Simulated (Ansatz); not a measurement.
**fcc Al: the defect Cl on the Al site (Cl_Al)**

Calculation: PBE, PAW (plane waves to 420 eV; Ansatz, a quantum-chemistry and plane-wave program). Cell and caveats: 108-site cell; 4×4×4 shifted k-points; start: the Al site; not converged in cell size; the relaxation kept the symmetry of the starting site.

Neighbours after relaxation, in Å: of the Cl atom: Al 2.92, Al 2.92, Al 2.92, Al 2.92, Al 2.92, Al 2.92, Al 2.92, Al 2.92 (the shell may go on).

Formation energies E_f are those of the neutral cell. Chemical conditions: host crystal and elements as references (Δμ(Al) = 0.00 eV, Δμ(Cl) = 0.00 eV; Cl taken from its element, since no compound that bounds it was computed at this level; only phases computed here count, gases as isolated molecules at 0 K). Reference phases: Al: fcc Al, Cl: Cl2 molecule in a box.

```
charge         moment (μB)  point group  largest move off a lattice site (Å)  E_f, host crystal and elements as references (eV)
------  ------------------  -----------  -----------------------------------  -------------------------------------------------
0       not spin-polarised           Oh                                 0.06                                               0.89
```

Point groups are those of the whole cell at tolerances of 0.03 and 0.1 Å ("near" where only the looser one holds); none is given for unsettled states.

All states together cost roughly 13 core-minutes.
